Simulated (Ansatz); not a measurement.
Start from ZrN in the rock salt structure (space group Fm-3m, No. 225).

```yaml
crystal:
  lattice:
    - [0.00000, 2.27612, 2.27612]
    - [2.27612, 0.00000, 2.27612]
    - [2.27612, 2.27612, 0.00000]
  atoms:
    - { symbol: N, position: [0.00000, 0.00000, 0.00000] }
    - { symbol: Zr, position: [0.50000, 0.50000, 0.50000] }
```

Cartesian axes are those of the cell as printed.

The values are results of PBEsol (Ansatz, a first-principles code, PAW, no spin-orbit coupling), not measurements.

One thing is altered: every lattice vector is stretched by 2.01 %; the atoms relax in the strained cell.

Predict the stress tensor and what it implies for the stiffness.

Stress of the strained cell less that of the base (GPa, compression positive):
```
  -14.1     0.0     0.0
    0.0   -14.1     0.0
    0.0     0.0   -14.1
```

Then B = −ΔP/(ΔV/V₀) with ΔV/V₀ = 0.0615 gives secant stiffness values (nonlinear terms included at this strain): B ≈ 230 GPa.

As a check, the harmonic strain energy −½ V₀ Δσ:ε is 31 meV/atom; the computed energy rise is 34 meV/atom.

Stability against distortions was not tested. All final runs are without spin polarisation. An odd electron count without spin: ZrN.
